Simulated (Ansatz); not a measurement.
Density of states of LiAl3 (Pm-3m) near the Fermi level, PBEsol, rigid bands run with Ansatz (a program for electronic structure).

```
E − E_F (eV) | states/eV/cell
    -1.92 | ########################## 1.55
    -1.82 | ######################### 1.52
    -1.72 | ######################### 1.49
    -1.62 | ######################## 1.46
    -1.52 | ######################## 1.44
    -1.42 | ####################### 1.41
    -1.32 | ####################### 1.38
    -1.22 | ####################### 1.36
    -1.12 | ###################### 1.33
    -1.02 | ###################### 1.31
    -0.92 | ##################### 1.29
    -0.82 | ##################### 1.27
    -0.72 | ##################### 1.25
    -0.62 | ###################### 1.35
    -0.52 | ####################### 1.37
    -0.42 | ####################### 1.37
    -0.32 | ####################### 1.36
    -0.22 | ###################### 1.35
    -0.12 | ###################### 1.30
    -0.02 | ##################### 1.28
     0.08 | ###################### 1.30
     0.18 | ###################### 1.33
     0.28 | ######################## 1.43
     0.38 | ######################## 1.45
     0.48 | ####################### 1.41
     0.58 | ####################### 1.40
     0.68 | ####################### 1.41
     0.78 | ###################### 1.35
     0.88 | ##################### 1.28
     0.98 | ##################### 1.26
     1.08 | ###################### 1.32
     1.18 | ###################### 1.32
     1.28 | ############################ 1.68
     1.38 | ############################## 1.81
     1.48 | ############################## 1.80
     1.58 | ############################## 1.79
     1.68 | ############################# 1.78
     1.78 | ############################# 1.77
     1.88 | ############################# 1.76
```

### Question
With 4 atoms a cell, what bare Sommerfeld coefficient γ = (π²/3) k_B² N(E_F) follows?

### Answer
N(E_F) ≈ 1.29 states/eV a cell at 300 K, so γ ≈ 0.76 mJ/(mol of atoms·K²), before many-body enhancement (phonons, spin fluctuations, correlation).

### Question
How far does the Fermi level move in a rigid band for 0.1 electron a cell added or removed?

### Answer
77 meV and -78 meV.

A metal at this level (no band gap); rigid bands, thermally averaged at 300 K, both spins. Spin-orbit coupling is left out. Geometry: cell and atoms relaxed with PBEsol.

Computed structure with no diffraction record at hand here (it may be known, metastable or hypothetical): LiAl3 (Pm-3m).
